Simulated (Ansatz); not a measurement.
Amorphous Si30B6O69, 105 atoms at 2.18 g/cm³, one PBE-relaxed geometry, zone centre. Methods: PBE, scalar-relativistic without spin-orbit coupling (Ansatz, a quantum-chemistry and plane-wave program); r2SCAN, scalar-relativistic without spin-orbit coupling (Ansatz); HSE06, scalar-relativistic without spin-orbit coupling (Ansatz). Plane waves to 420 eV (r2SCAN 500 eV); exact exchange is cut at the cell's faces. At PBE the levels at the filled edge of the gap are localised (band-tail or defect states), and the nearest spread-out levels lie 5.3 eV apart at the zone centre. All rungs ran without spin polarisation.

It comes from a melt-quench run on a machine-learned potential (CHGNet), relaxed afterwards by DFT. O atoms were pushed apart under 1.9 Å during the dynamics, to hinder bonds among them. The hot cell started wider than the set density and was brought back towards it in steps. It is the lowest in DFT energy of 4 quenches. It is a model cell: composition and starting density were chosen by hand, and all elements were melted together. No dispersion term was used. Its density started from a set value of 2.25 and ended at 2.18 g/cm³. The simulated quench (nominally 180 K/ps over its main leg) is rapid and tends to freeze in more defects than a deposited or slowly cooled glass has. Values belong to this one cell and scatter from quench to quench. The volume was free in the relaxation, at fixed shape. Stress components on the final sampling reach 1.3 GPa.

The relaxation ran on the zone centre alone. At PBE the level gap is 4.08 eV on a 2×2×2 Γ-centred mesh, and the spacing at the zone centre alone 4.08 eV.

Task: What zone-centre spacing does r2SCAN give, roughly?

Result: 4.73 eV (+0.65 eV against PBE).

Task: What zone-centre spacing does HSE06 give, roughly?

Result: 5.86 eV (+1.78 eV against PBE).

The highest filled and the lowest empty state spread over these numbers of atoms (participation numbers): PBE: 5.3 and 40.7; r2SCAN: 5.3 and 44.5; HSE06: 5.4 and 47.1.
